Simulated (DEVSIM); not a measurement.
Device: abrupt Si p-n junction, at 400 K.

| layer (left to right) | material | thickness (μm) | Nd (cm⁻³) | Na (cm⁻³) | τn (s) | τp (s) |
|---|---|---|---|---|---|---|
| 1 | Si | 0.520 | - | 1.7e18 | 3e-7 | 3e-7 |
| 2 | Si | 1.50 | 1.2e17 | - | 3e-7 | 3e-7 |

Left contact: ohmic. Right contact: ohmic. Voltage is applied to the left contact. Recombination: SRH at mid-gap. Mobility is constant in doping.

The device is made up for the run: typed textbook-type constants, with dimensions and the other settings drawn at random. Values at 300 K; Nc and Nv go as T^1.5, mobilities as T to minus their exponent, the gap by Varshni's rule with the affinity fixed.

| parameter | Si |
|---|---|
| gap (eV) | 1.124 |
| affinity (eV) | 4.05 |
| permittivity | 11.7 |
| Nc (cm⁻³) | 2.86e19 |
| Nv (cm⁻³) | 3.1e19 |
| μn (cm²/Vs) | 1417 |
| μp (cm²/Vs) | 470 |
| T exponent of μn | 2.3 |
| T exponent of μp | 2.2 |
| Varshni α (eV/K) | 0.000473 |
| Varshni β (K) | 636 |

DEVSIM, 1D drift-diffusion, Boltzmann statistics, complete ionisation; no tunnelling, impact ionisation, image-force lowering or self-heating.

The thickness of layer 2 was swept, all else fixed.

```csv
thickness of layer 2 (μm),dark forward voltage at 100 A/cm² (V),dark forward voltage at 1 A/cm² (V)
0.3,0.540,0.379
0.52,0.559,0.399
0.9,0.575,0.415
1.5,0.588,0.428
2.5,0.599,0.438
4.5,0.608,0.447
7.5,0.615,0.452
```

From the first row to the last the dark forward voltage at 100 A/cm² goes from 0.540 to 0.615. From the first row to the last the dark forward voltage at 1 A/cm² goes from 0.379 to 0.452.
